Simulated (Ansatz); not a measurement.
**A computed series for Ir: pressure series**

Start from Ir in the fcc (Cu type) structure (space group Fm-3m, No. 225).

```
Ir
1.0
    0.00000     1.93527     1.93527
    1.93527     0.00000     1.93527
    1.93527     1.93527     0.00000
Ir
1
Direct
  0.00000   0.00000   0.00000
```

Cell and atoms are relaxed at each pressure.

All numbers come from Ansatz (a first-principles code), PBE, PAW, cutoff 420 eV, no SOC, earlier PAW set.

```json
[
 {"P (GPa)": "-2.01", "V (Å³/atom)": "14.582"},
 {"P (GPa)": "-1.01", "V (Å³/atom)": "14.539"},
 {"P (GPa)": "0.89", "V (Å³/atom)": "14.459"},
 {"P (GPa)": "2.09", "V (Å³/atom)": "14.411"},
 {"P (GPa)": "4.50", "V (Å³/atom)": "14.316"},
 {"P (GPa)": "9.01", "V (Å³/atom)": "14.148"},
 {"P (GPa)": "15.02", "V (Å³/atom)": "13.941"},
 {"P (GPa)": "22.50", "V (Å³/atom)": "13.706"},
 {"P (GPa)": "30.00", "V (Å³/atom)": "13.491"}
]
```

**Question.** Fit a third-order Birch–Murnaghan equation of state.

**Answer.** Least squares on P(V) = (3B₀/2)[(V₀/V)^(7/3) − (V₀/V)^(5/3)]·[1 + (3/4)(B₀′ − 4)((V₀/V)^(2/3) − 1)] gives V₀ = 14.50 Å³/atom, B₀ = 348 GPa and B₀′ = 5.0.

Measured bulk modulus of Ir: 365 GPa (static lattice; corrected from measurement; as listed in H. Levämäki et al., Physical Review B (2014)); the computed value is 5 % below it.

Load acts through the strain it causes; cell and atoms are relaxed under it. Stability against distortions was not tested. Competing high-pressure phases were not computed. The final runs are not spin-polarised.
